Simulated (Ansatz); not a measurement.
The parent structure is CdO in the rock salt structure (space group Fm-3m, No. 225; a = 4.690 Å).

Method: PBEsol, PAW, 420 eV (Ansatz, a program for electronic structure; no spin-orbit coupling).

One change was made to it. Results:

```
quantity                             base       after
-----------------------------  ----------  ----------
shortest interatomic distance     2.345 Å     2.303 Å
density                        8.27 g/cm³  8.73 g/cm³
```

### Question
Name the change that was made.
A) pressure 9 GPa
B) pressure 18 GPa
C) pressure −2 GPa
D) pressure 45 GPa

### Answer
A, pressure 9 GPa. For comparison, the shortest interatomic distance in the other runs: pressure −2 GPa gives 2.356 Å; pressure 18 GPa gives 2.270 Å; pressure 45 GPa gives 2.198 Å.

The mesh was chosen for an insulator and is coarse for the gapless case. Load acts through the strain it causes; cell and atoms are relaxed under it. Stability against distortions was not tested. Competing high-pressure phases were not computed. The final runs are not spin-polarised.
